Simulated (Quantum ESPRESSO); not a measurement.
Worked example: self-consistent single point of HoN (I4mm, 2 atoms in the cell) in Quantum ESPRESSO.

Computed with PBEsol, SSSP 1.1.2 efficiency (PBE) pseudopotentials (plane waves; Quantum ESPRESSO).

```yaml
crystal:
  lattice:
    - [0.00000, 2.43489, 2.43489]
    - [2.43489, 0.00000, 2.43489]
    - [2.43489, 2.43489, 0.00000]
  atoms:
    - { symbol: Ho, position: [0.01027, 0.01027, 0.98973], spin: 4.0 }
    - { symbol: N, position: [0.50000, 0.50000, 0.50000] }
```
(The spins are starting values, not results.)

Reference input (self-consistent single point, DFT, PBEsol, plane waves, SSSP 1.1.2 efficiency (PBE) pseudopotentials): ecutwfc = 50 Ry; ecutrho = 400 Ry; occupations = smearing; smearing = fd; degauss = 0.0073499 Ry; nspin = 2; input_dft = pbesol; potentials = {Ho: Ho.GGA-PBE-paw-v1.0.UPF, N: N.pbe-n-radius_5.UPF}; K_POINTS = automatic 4 4 4 0 0 0; conv_thr = 1e-09 Ry; mixing_beta = 0.3. This run's input differs from it in these lines:

```diff
@@ -13,5 +13,3 @@
   ecutrho = 400,
-  occupations = 'smearing',
-  smearing = 'fd',
-  degauss = 0.0073499,
+  occupations = 'tetrahedra_opt',
   nspin = 2,
@@ -35,3 +33,3 @@
 K_POINTS {automatic}
-4 4 4  0 0 0
+6 6 6  0 0 0
```

Output (repeated stretches shortened):

```
     Self-consistent Calculation

     iteration #  1     ecut=    50.00 Ry     beta= 0.30

     total energy              =    -841.60616875 Ry
     estimated scf accuracy    <       0.65788780 Ry

     total magnetization       =     4.01 Bohr mag/cell
     absolute magnetization    =     4.06 Bohr mag/cell

     iteration #  2     ecut=    50.00 Ry     beta= 0.30

     total energy              =    -841.35583838 Ry
     estimated scf accuracy    <       1.97877767 Ry

     total magnetization       =     2.60 Bohr mag/cell
     absolute magnetization    =     2.60 Bohr mag/cell

     iteration #  3     ecut=    50.00 Ry     beta= 0.30

   [... lines left out ...]

   [... 95 blocks of this kind left out ...]

     iteration # 99     ecut=    50.00 Ry     beta= 0.30

     total energy              =    -841.82213588 Ry
     estimated scf accuracy    <       0.00019219 Ry

     total magnetization       =     4.00 Bohr mag/cell
     absolute magnetization    =     4.01 Bohr mag/cell

     iteration #100     ecut=    50.00 Ry     beta= 0.30

     total energy              =    -841.82229669 Ry
     estimated scf accuracy    <       0.00013483 Ry

     total magnetization       =     4.00 Bohr mag/cell
     absolute magnetization    =     4.01 Bohr mag/cell
     End of self-consistent calculation

     convergence NOT achieved after 100 iterations: stopping

   JOB DONE.
```

The run ended unconverged after 100 iterations.  The full log also holds: “c_bands:  1 eigenvalues not converged”.

The starting cell comes from a database of computed structures (which also holds hypothetical and non-ambient phases and stackings), without a prior relaxation at this level. Its lattice was rescaled by up to half a per cent. One atom was moved a little off its site on purpose. Spin-orbit coupling is off.

Cost on one core of a shared machine: roughly 10 min.
